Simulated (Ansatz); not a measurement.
MgO, pressure series

Start from MgO (space group R-3m, No. 166; a cell from a computed database, its experimental status unchecked).

```xyz
16
Lattice="1.4839 0.8567 19.7920 -1.4839 0.8567 19.7920 0.0000 -1.7135 19.7920" Properties=species:S:1:pos:R:3 pbc="T T T"
Mg     0.0000     0.0000    22.3035
Mg     0.0000     0.0000    37.0725
Mg     0.0000     0.0000    47.0435
Mg     0.0000     0.0000    12.3325
Mg     0.0000     0.0000    54.3528
Mg     0.0000     0.0000     5.0232
Mg     0.0000     0.0000    29.6880
Mg     0.0000     0.0000     0.0000
O      0.0000     0.0000     8.6778
O      0.0000     0.0000    50.6983
O      0.0000     0.0000    26.0335
O      0.0000     0.0000    33.3426
O      0.0000     0.0000    18.5772
O      0.0000     0.0000    40.7988
O      0.0000     0.0000    15.9836
O      0.0000     0.0000    43.3924
```

Cell and atoms are relaxed at each pressure.

Computed with Ansatz (an electronic-structure program), PBEsol, PAW, cutoff 420 eV, no spin-orbit coupling.

| P (GPa) | V (Å³/atom) |
|---|---|
| -2.00 | 9.561 |
| -1.00 | 9.497 |
| 0.29 | 9.418 |
| 0.70 | 9.393 |
| 1.50 | 9.346 |
| 3.00 | 9.261 |
| 5.00 | 9.154 |
| 7.50 | 9.028 |

### Question
Fit a third-order Birch–Murnaghan equation of state.

### Answer
Least squares on P(V) = (3B₀/2)[(V₀/V)^(7/3) − (V₀/V)^(5/3)]·[1 + (3/4)(B₀′ − 4)((V₀/V)^(2/3) − 1)] gives V₀ = 9.44 Å³/atom, B₀ = 155 GPa and B₀′ = 4.1.

Between the base and pressure 7.5 GPa the gap moves from 4.01 eV to 4.39 eV, a mean slope of 51 meV/GPa.

Load acts through the strain it causes; cell and atoms are relaxed under it. Whether these cells are dynamically stable was not tested. No other phases were tried under pressure. This is not the structure that MgO has at room temperature and ambient pressure.
